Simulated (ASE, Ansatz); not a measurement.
One thermal frame of composition Li2ClF, cell Li24Cl12F12, first heated far above this temperature, then brought to it, at a temperature that wasn't checked against the liquidus, so perhaps supercooled [in the CHGNet run: it was liquid; mean temperature 947 K (target 980 K); density 1.41 g/cm³], 980 K, computed in Ansatz (plane waves, PAW) at several levels on the same positions and k-sampling (Γ only); no spin polarisation or spin-orbit coupling.

Warnings of the HSE06 run: stress exchange threshold loose, stress scf threshold loose. Warnings of the PBE0 run: stress exchange threshold loose, stress scf threshold loose. 

The frame comes from MD with CHGNet (ASE). The base level is PBE (cutoff 420 eV), whose static pressure on this k-sampling is -0.2 GPa. On the run's last frame a denser k-mesh moved the forces by 0.005 eV/Å rms, the static pressure by -0.02 GPa and the free energy by -2 meV/atom, which is about how far such values are converged. CHGNet's forces on these frames are only 0.84 times the DFT ones, so the atoms are displaced more than DFT's own dynamics would at this temperature. That check is the base level's; hybrids converge more slowly with the size of the cell. Differences between levels on one k-sampling err less than the absolute values. Cutoffs of the other levels: 500 eV for r2SCAN, the files' default (420 eV for most) otherwise. Volume per atom 20.10 Å³.

| level | static pressure less the base's (GPa) | rms force change from the base (eV/Å) | gap at the supercell's Γ (eV) | cost |
|---|---|---|---|---|
| PBE | 0 | 0 | 3.00 | (base) |
| r2SCAN | (withheld) | (withheld) | 3.50 | around 50 core-seconds (rough) |
| HSE06 | (withheld) | (withheld) | (withheld) | roughly 120 core-seconds |
| PBEsol | (withheld) | 0.03 | (withheld) | very roughly 8 core-seconds |
| LDA | (withheld) | (withheld) | (withheld) | roughly 7 core-seconds |
| PBE0 | (withheld) | (withheld) | (withheld) | very roughly 120 core-seconds |

Problem. Complete the blanks.

Solution. 
- r2SCAN, static pressure less the base's (GPa): -0.7
- r2SCAN, rms force change from the base (eV/Å): 0.03
- HSE06, static pressure less the base's (GPa): -0.6
- HSE06, rms force change from the base (eV/Å): 0.04
- HSE06, gap at the supercell's Γ (eV): 4.21
- PBEsol, static pressure less the base's (GPa): -0.8
- PBEsol, gap at the supercell's Γ (eV): 3.00
- LDA, static pressure less the base's (GPa): -2.3
- LDA, rms force change from the base (eV/Å): 0.09
- LDA, gap at the supercell's Γ (eV): 2.75
- PBE0, static pressure less the base's (GPa): -0.6
- PBE0, rms force change from the base (eV/Å): 0.04
- PBE0, gap at the supercell's Γ (eV): 4.96

Ansatz is a first-principles code.
